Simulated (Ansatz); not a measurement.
Amorphous Si24O49Cu2, 75 atoms at 2.32 g/cm³, one PBE-relaxed geometry, zone centre. Methods: PBE, scalar-relativistic without spin-orbit coupling (Ansatz, a program for electronic structure); r2SCAN, scalar-relativistic without spin-orbit coupling (Ansatz); HSE06, scalar-relativistic without spin-orbit coupling (Ansatz). Plane waves to 420 eV (r2SCAN 500 eV); exact exchange is cut at the cell's faces. At PBE the levels at the filled edge of the gap are localised (band-tail or defect states), and the nearest spread-out levels lie 5.1 eV apart at the zone centre. All rungs ran without spin polarisation.

The cell was made by melting and quenching with the CHGNet potential and then relaxed with DFT. O atoms were pushed apart under 1.9 Å during the dynamics, to hinder bonds among them. The hot cell started wider than the set density and was brought back towards it in steps. It is the lowest in DFT energy of 2 quenches. It is a model cell: composition and starting density were chosen by hand, and all elements were melted together. No dispersion term was used. Its density started from a set value of 2.34 and ended at 2.32 g/cm³. Cooling (nominally 320 K/ps over its main leg) ran many orders faster than in experiment, which tends to leave more defects and strain. One small periodic cell is one sample of the glass; other quenches scatter about these values. Volume and shape were free in the relaxation.

The relaxation ran on the zone centre alone. At PBE the level gap is 2.76 eV on a 2×2×2 Γ-centred mesh, and the spacing at the zone centre alone 2.76 eV.

Task: What zone-centre spacing does r2SCAN give, roughly?

Result: 3.15 eV (+0.38 eV against PBE).

Task: What zone-centre spacing does HSE06 give, roughly?

Result: 4.42 eV (+1.66 eV against PBE).

The highest filled and the lowest empty state spread over these numbers of atoms (participation numbers): PBE: 1.7 and 38.8; r2SCAN: 1.5 and 34.3; HSE06: 1.5 and 45.9.
